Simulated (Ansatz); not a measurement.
The starting structures come from a database of crystals and need not be the phases stable at ambient conditions.

 Where the default PAW files enter, the runs use the earlier of Ansatz's two default sets.

## Evanescent states of CaS (Fm-3m, rock salt, not sure to be the ambient phase, 2 atoms a cell, 23.2 Å³ an atom, -2 GPa at this level) along the normal of (111)

Computed with PBEsol (plane waves, PAW; Ansatz, an electronic-structure program).

The gap is the functional's own. No spin-orbit coupling. Mid-gap values are interpolated on the energy grid.

Energies count from the valence-band top; κ is the least over a 12×12 mesh across the current.

```tsv
E (eV)	κ (1/Å)	where
0.06	0.063	Γ
0.18	0.107	Γ
0.30	0.136	Γ
0.42	0.157	Γ
0.54	0.175	Γ
0.66	0.189	Γ
0.78	0.201	Γ
0.90	0.211	Γ
1.02	0.220	Γ
1.14	0.227	Γ
1.26	0.233	Γ
1.38	0.237	Γ
1.50	0.241	Γ
1.62	0.233	off Γ
1.74	0.215	off Γ
1.86	0.192	off Γ
1.98	0.163	off Γ
2.10	0.124	off Γ
2.22	0.057	off Γ
```

Q: How thick must the barrier be to attenuate the transmission by 10^6 when the electrodes' Fermi level lies at 0.54 eV, and what attenuation does that film give at 1.02 eV?

A: d = 6 ln 10 / (2 × 0.175) = 39.5 Å. At 1.02 eV it gives 6 × 0.220/0.175 = 7.5 decades.
